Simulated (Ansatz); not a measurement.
Defect: interstitial Mg in beta Ga2O3, charge state +2. These are PBE, PAW (plane waves to 420 eV; Ansatz, a program for electronic structure) values and carry that method's errors.

Settings: 120 host sites, the relaxed PBE lattice, the Γ point alone, smearing 0.01 eV, spin-restricted, no image-charge correction. Static, classical nuclei. The charge state is imposed; whether it is stable for some Fermi level was not computed. Sites that were not tried may lie lower.

Barriers: single points on a 2×2×2 k-point mesh shifted by half a step at the bands' geometries.

The step: several atoms move together, Mg the farthest. Atoms about the jump, Cartesian Å from the middle of the jump, before and after:

| atom | x0 | y0 | z0 | x1 | y1 | z1 |
|---|---|---|---|---|---|---|
| Mg1 | -0.16 | 0.77 | 0.40 | 0.16 | -0.77 | -0.40 |
| O2 | -1.38 | -0.71 | 0.59 | -1.48 | -0.77 | 0.50 |
| O3 | 1.48 | 0.77 | -0.50 | 1.38 | 0.71 | -0.59 |
| O4 | 0.47 | 0.77 | 2.33 | 0.34 | 0.72 | 2.38 |
| O5 | -0.34 | -0.72 | -2.38 | -0.47 | -0.77 | -2.33 |
| O6 | -1.38 | 2.25 | 0.59 | -1.23 | 2.29 | 0.61 |
| O7 | 1.23 | -2.29 | -0.61 | 1.38 | -2.25 | -0.59 |
| Ga8 | 2.17 | 0.77 | 1.36 | 1.86 | 0.81 | 1.26 |
| Ga9 | -1.86 | -0.81 | -1.26 | -2.17 | -0.77 | -1.36 |
| Ga10 | -2.03 | 0.77 | 2.12 | -1.65 | 0.80 | 1.82 |
| Ga11 | 1.65 | -0.80 | -1.82 | 2.03 | -0.77 | -2.12 |
| Ga12 | 1.72 | -2.34 | 1.18 | 1.86 | -2.35 | 1.26 |
| Ga13 | -1.86 | 2.35 | -1.26 | -1.72 | 2.34 | -1.18 |
| O14 | 2.84 | -0.89 | 1.53 | 2.80 | -0.77 | 1.51 |
| O15 | -2.80 | 0.77 | -1.51 | -2.84 | 0.89 | -1.53 |
| O16 | 0.31 | -2.27 | 2.44 | 0.34 | -2.26 | 2.38 |
| O17 | -0.34 | 2.26 | -2.38 | -0.31 | 2.27 | -2.44 |
| Ga18 | -1.60 | -2.33 | 1.78 | -1.65 | -2.34 | 1.82 |
| Ga19 | 1.65 | 2.34 | -1.82 | 1.60 | 2.33 | -1.78 |
| O20 | -1.77 | -0.76 | 3.25 | -1.75 | -0.77 | 3.18 |
| O21 | 1.75 | 0.77 | -3.18 | 1.77 | 0.76 | -3.25 |
| Ga22 | 0.23 | -0.77 | 3.88 | 0.20 | -0.77 | 3.83 |
| Ga23 | -0.20 | 0.77 | -3.83 | -0.23 | 0.77 | -3.88 |
| O24 | -3.72 | 0.77 | 1.40 | -3.56 | 0.79 | 1.45 |
| O25 | 3.56 | -0.79 | -1.45 | 3.72 | -0.77 | -1.40 |

Task: Predict the transition state.

Result: 
```
atom      x      y      z
----  -----  -----  -----
Mg1    0.00   0.00   0.03
O2    -1.58  -0.86   0.54
O3     1.56   0.86  -0.55
O4     0.37   0.51   2.14
O5    -0.36  -0.53  -2.17
O6    -1.21   2.12   0.56
O7     1.21  -2.12  -0.56
Ga8    2.07   0.84   1.32
Ga9   -2.05  -0.84  -1.34
Ga10  -1.78   0.75   1.93
Ga11   1.76  -0.75  -1.93
Ga12   1.78  -2.30   1.22
Ga13  -1.78   2.29  -1.22
O14    2.84  -0.80   1.52
O15   -2.84   0.80  -1.52
O16    0.32  -2.33   2.43
O17   -0.32   2.33  -2.44
Ga18  -1.64  -2.40   1.79
Ga19   1.64   2.40  -1.80
O20   -1.76  -0.77   3.22
O21    1.76   0.77  -3.23
Ga22   0.21  -0.78   3.82
Ga23  -0.21   0.79  -3.82
O24   -3.61   0.75   1.47
O25    3.61  -0.75  -1.48
```
It lies 0.40 eV above the start and 0.40 eV above the end. The saddle point's order was not checked.
